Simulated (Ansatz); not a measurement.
**A constructed model of the (0001) surface of hcp Ru, a pseudomorphic layer of Ta in the host's stacking (bottom of the slab: a bare face, its two planes held)**

Computed with PBE (plane waves to 420 eV, PAW; Ansatz, a first-principles code).

Set-up: 7 atoms, 13.6 Å thick at the start with caps and adatoms (thin: gaps and levels are the slab's own); mesh 16x16x1; 0.1 eV smearing; dipole correction on; 2 atoms held, the rest relaxed; symmetry of the start imposed; no spin, no spin-orbit, no U. In PBE it is, or lies within 0.01 eV a 1x1 cell of, the lowest of the 2 structures of its composition computed so far; subsurface sites and larger cells were not tried.

* **work function of the top face**: 5.20 eV
* **energy released by relaxation**: 0.52 eV
* **cost**: about 3 core-minutes (a rough figure)
